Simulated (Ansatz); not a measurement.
CsCl-type PdIn, treated with PBE+SOC (PAW; Ansatz, a first-principles code).

Settings: plane-wave cutoff 520 eV, 18×18×18 k mesh, Fermi–Dirac smearing 0.05 eV, PAW data made under PBE.

Cell (relaxed at this level):

```yaml
crystal:
  lattice:
    - [3.30460, 0.00000, 0.00000]
    - [0.00000, 3.30460, 0.00000]
    - [0.00000, 0.00000, 3.30460]
  atoms:
    - { symbol: In, position: [0.50000, 0.50000, 0.50000] }
    - { symbol: Pd, position: [0.00000, 0.00000, 0.00000] }
```

Problem. Estimate the bulk modulus B0 and pressure derivative B′ of the bulk modulus that the calculation returns.

Solution. 
bulk modulus B0: 110 GPa
pressure derivative B′ of the bulk modulus: 6.1

The run finds no gap.

The computed numbers hold no vibrational or temperature effects.
